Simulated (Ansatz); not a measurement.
## How far to go with the k-point mesh: a (110) slab of Sb (cut from a parent of space group no. 229; 4 atoms in the cell)

```
CELL_PARAMETERS angstrom
      3.22505     0.00000     0.00000
     -4.30007     3.04061     0.00000
      0.00000     0.00000    21.89978
ATOMIC_POSITIONS crystal
  Sb 0.00000 0.25000 0.31964
  Sb 0.00000 0.75000 0.43988
  Sb 0.00000 0.25000 0.56012
  Sb 0.00000 0.75000 0.68036
```

Computed with LDA (PW92), default PAW files made with PBE (plane waves; Ansatz, a program for electronic structure).

Base settings: basis.ecutwfc = 420 eV; kpoints.mp_grid.grid = 10 10 1; hamiltonian.xc = lda; hamiltonian.pseudopotentials = {kind: paw} (the program's default PAW files); scf.occupations.method = gaussian; scf.occupations.width = 0.1 eV.

Only quantities that move along the ladder and can be compared are tabulated.

The count of work is k-points × plane waves × bands × iterations; it is no time. 

The starting cell comes from a database of computed structures (which also holds hypothetical and non-ambient phases and stackings), without a prior relaxation at this level. The slab is cut from that crystal, and its faces are unrelaxed. Its lattice was rescaled by up to half a per cent.

| kpoints.mp_grid.grid | free energy less the last step's (meV/atom) | largest difference of a force vector from the last step's (eV/Å) | count of work / last |
|---|---|---|---|
| 3 3 1 | -265.43 | 0.440 | 0.0086 |
| 4 4 1 | 75.42 | 0.632 | 0.015 |
| 5 5 1 | -11.13 | 0.339 | 0.017 |
| 6 6 1 | -2.15 | 0.217 | 0.025 |
| 7 7 1 | 42.48 | 0.255 | 0.035 |
| 8 8 1 | 13.77 | 0.199 | 0.040 |
| 9 9 1 | -11.24 | 0.052 | 0.054 |
| 10 10 1 | -1.31 | 0.058 | 0.067 |
| 11 11 1 | -1.25 | 0.038 | 0.068 |
| 13 13 1 | 0.25 | 0.063 | 0.093 |
| 15 15 1 | -0.24 | 0.049 | 0.12 |
| 17 17 1 | 0.22 | 0.013 | 0.15 |
| 20 20 1 | 1.53 | 0.010 | 0.24 |
| 24 24 1 | -0.04 | 0.009 | 0.30 |
| 28 28 1 | 0.15 | 0.013 | 0.40 |
| 33 33 1 | 0.31 | 0.010 | 0.55 |
| 38 38 1 | 0.02 | 0.002 | 0.72 |
| 45 45 1 | 0.00 | 0.000 | 1.0 |

Coarsest kpoints.mp_grid.grid that holds the forces within 0.02 eV/Å of the last step, with all finer ones: 17 17 1, at 0.15 of the last step's count of work; the step before is off by 0.049 eV/Å.

Coarsest kpoints.mp_grid.grid that holds the free energy within 5 meV/atom of the last step, with all finer ones: 10 10 1, at 0.067 of the last step's count of work; the step before is off by 11 meV/atom.

Keys are those of Ansatz 0.2.
